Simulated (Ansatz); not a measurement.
Related cells compared by their band gap.

Cell A: TiO2 (rutile, P4₂/mnm), 6 atoms in the cell; spin state with PBE: run without spin, k-point mesh 12×8×8 on the run's own vectors.
```cif
data_O4Ti2
_chemical_formula_sum 'Ti2 O4'
_space_group_name_H-M_alt 'P 1'
_space_group_IT_number 1
_cell_length_a 2.96367
_cell_length_b 4.64355
_cell_length_c 4.64355
_cell_angle_alpha 90.000
_cell_angle_beta 90.000
_cell_angle_gamma 90.000
loop_
_space_group_symop_operation_xyz
  'x, y, z'
loop_
_atom_site_label
_atom_site_type_symbol
_atom_site_fract_x
_atom_site_fract_y
_atom_site_fract_z
_atom_site_occupancy
Ti1 Ti 0.00000 0.00000 0.00000 1
Ti2 Ti 0.50000 0.50000 0.50000 1
O1 O 0.00000 0.30512 0.30512 1
O2 O 0.50000 0.19488 0.80512 1
O3 O 0.00000 0.69488 0.69488 1
O4 O 0.50000 0.80512 0.19488 1
```

Cell B: TiO2 (anatase, I4₁/amd), 6 atoms in the cell; spin state with PBE: run without spin, k-point mesh 10×10×10 on the run's own vectors.
```
TiO2
1.0
    0.00000    -3.79845     0.00000
    3.79845     0.00000     0.00000
   -1.89923     1.89923     4.85163
Ti O
2 4
Direct
  0.75000   0.25000   0.50000
  0.00000   0.00000   0.00000
  0.95641   0.45641   0.91281
  0.20641   0.20641   0.41281
  0.79359   0.79359   0.58719
  0.54359   0.04359   0.08719
```

All numbers come from Ansatz (a program for electronic structure), plane waves with PAW, its PAW set soft_1, cutoff 420 eV, 500 eV for r2SCAN. The structures are at rest with PBE; other levels are single points on them. Neutral cells; Fermi-Dirac smearing of at most 0.05 eV in the solids, energies taken to zero width. The lattices are those relaxed with PBE, so at other levels the solids can be strained, which adds to the spread. No structure search was made; lower ones may exist. A dispersion term ran beside these levels; it doesn't touch the electrons. Gaps are highest filled to lowest empty Kohn-Sham level on the run's k-point mesh, states of defects and surfaces included; edges off the mesh make the true gap smaller, and under 0.08 eV counts as none.

Question: What does PBE give for the band gap of each cell (eV)?

Answer: 
```json
[
 {"cell": "A", "PBE": "1.86 (direct)"},
 {"cell": "B", "PBE": "2.14 (indirect)"}
]
```

With PBE the value of B exceeds that of A by 0.28 eV.

Question: Does the picture change with the functional?

Answer: 
```csv
cell,r2SCAN
A,2.19 (direct)
B,2.52 (indirect)
```

With r2SCAN the value of B exceeds that of A by 0.33 eV.
